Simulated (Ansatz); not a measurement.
The parent structure is TiO2 in the rutile structure (space group P4_2/mnm, No. 136; a = 4.591 Å, c = 2.939 Å).

Method: plane-wave PAW DFT at the PBEsol level (Ansatz, a program for electronic structure, 420 eV), no SOC.

One change was made to it. Results:

The density goes up by 0.04 g/cm³ to 4.32 g/cm³; the electron mass is still 0.54 mₑ along c, 1.1 mₑ across (at Γ); the shortest interatomic distance falls by 0.004 Å to 1.938 Å.

Task: Name the change that was made.
A. pressure 9 GPa
B. pressure 2.1 GPa
C. pressure 15 GPa
D. pressure −1 GPa
E. pressure 30 GPa

Result: B, pressure 2.1 GPa. For comparison, the density in the other runs: pressure 9 GPa gives 4.44 g/cm³; pressure −1 GPa gives 4.26 g/cm³; pressure 15 GPa gives 4.54 g/cm³; pressure 30 GPa gives 4.75 g/cm³.

The levels and masses belong to the bands next to the band gap. Load acts through the strain it causes; cell and atoms are relaxed under it. Masses are band curvatures over ±0.01 Å⁻¹ around the edge. Stability against distortions was not tested. No other phases were tried under pressure. The final runs are not spin-polarised.
